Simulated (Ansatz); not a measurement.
The starting structures come from a database of crystals and need not be the phases stable at ambient conditions.

 Where the default PAW files enter, the runs use the earlier of Ansatz's two default sets.

# Evanescent states of K2S (Fm-3m, anti-fluorite, not sure to be the ambient phase, 3 atoms a cell, 34.0 Å³ an atom) along the normal of (110)

Computed with PBEsol (plane waves, PAW; Ansatz, a quantum-chemistry and plane-wave program).

The gap is the functional's own. No spin-orbit coupling. Mid-gap values are interpolated on the energy grid.

Energies count from the valence-band top; κ is the least over a 6×4 mesh across the current.

```tsv
E (eV)	κ (1/Å)	where
0.06	0.142	Γ
0.18	0.234	Γ
0.30	0.252	Γ
0.42	0.264	Γ
0.54	0.271	Γ
0.66	0.275	Γ
0.78	0.276	Γ
0.90	0.275	Γ
1.02	0.271	Γ
1.14	0.266	Γ
1.26	0.258	Γ
1.38	0.249	Γ
1.50	0.237	Γ
1.62	0.222	Γ
1.74	0.205	Γ
1.86	0.184	Γ
1.98	0.157	Γ
2.10	0.123	Γ
2.22	0.069	Γ
```

**Question.** How thick must the barrier be to attenuate the transmission by 10^8 when the electrodes' Fermi level lies at 0.78 eV, and what attenuation does that film give at 0.42 eV?

**Answer.** d = 8 ln 10 / (2 × 0.276) = 33.4 Å. At 0.42 eV it gives 8 × 0.264/0.276 = 7.7 decades.
